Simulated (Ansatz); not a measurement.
The starting structures come from a database of crystals and need not be the phases stable at ambient conditions.

 Where the default PAW files enter, the runs use the earlier of Ansatz's two default sets.

Input:

```yaml
crystal:
  lattice:
    - [5.68761, 0.00000, 0.00000]
    - [0.60043, 7.80528, 0.00000]
    - [-2.54359, 3.90264, 2.68951]
  atoms:
    - { symbol: Zn, position: [0.26908, 0.63454, 0.00000] }
    - { symbol: Zn, position: [0.73092, 0.36546, 0.00000] }
    - { symbol: Sn, position: [0.70009, 0.85004, 0.00000] }
    - { symbol: Sn, position: [0.29991, 0.14996, 0.00000] }
    - { symbol: O, position: [0.79440, 0.95001, 0.29014] }
    - { symbol: O, position: [0.20560, 0.04999, 0.70986] }
    - { symbol: O, position: [0.50426, 0.24015, 0.31410] }
    - { symbol: O, position: [0.49574, 0.75985, 0.68590] }
    - { symbol: O, position: [0.19016, 0.55425, 0.39576] }
    - { symbol: O, position: [0.80984, 0.44575, 0.60424] }
```

Space group of this cell: R-3. The cell is taken as given; by PBEsol its mean pressure is -7.0 GPa.

Transport runs along the normal of the first two printed cell vectors, the (110) plane of the conventional cell.

The gap is the functional's own. No spin-orbit coupling. Mid-gap values are interpolated on the energy grid.

Predict the band gap and the smallest decay constant κ at mid-gap from PBEsol in Ansatz (a program for electronic structure).

Gap 1.20 eV on a 12×12×12 mesh; κ = 0.139 1/Å, at the zone centre.
